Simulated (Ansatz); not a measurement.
We consider CsCl-type CuZn, described by r²SCAN+rVV10 (Ansatz, an electronic-structure program, PAW).

Settings: plane-wave cutoff 560 eV, 18×18×18 k mesh, Fermi–Dirac smearing 0.05 eV, no spin polarisation, scalar-relativistic PAW data made under PBE.

Energies at three volumes about the minimum:

```
V (Å³/atom)  E − E_lowest (meV/atom)
-----------  -----------------------
12.030                          2.25
12.276                          0.00
12.521                          2.06
```

**Question.** Fit a parabola by hand: where is the minimum, what lattice constant follows, and what is the bulk modulus?

**Answer.** Slopes: (0.00 − 2.25)/(12.276 − 12.030) = -9.146 and (2.06 − 0.00)/(12.521 − 12.276) = 8.408 meV/Å³. Curvature E″ = 2 × (8.408 − (-9.146))/(12.521 − 12.030) = 71.503 meV/Å⁶. From the middle of the first interval, the slope vanishes at V0 = 12.1530 − (-9.146)/71.503 = 12.281 Å³/atom. B = V0 E″ = 12.281 × 71.503 meV/Å³ × 0.1602 GPa per meV/Å³ = 141 GPa. With 2 atoms in the cube, a = (2 × 12.281)^(1/3) = 2.907 Å. The full Birch–Murnaghan fit to all volumes gives V0 = 12.276 Å³/atom and B0 = 140 GPa.

Measured, for comparison: bulk modulus 116 GPa (temperature not stated, not corrected to a static lattice; as tabulated in Nepal et al. (2020), arXiv:2007.11150); lattice constant a 2.958 Å (temperature not stated, not corrected to a static lattice; as tabulated in First-Principles Study on the Electrical and Thermal Conductivities of Cu–Zn …). Computed (rounded) less measured: bulk modulus +21 %.
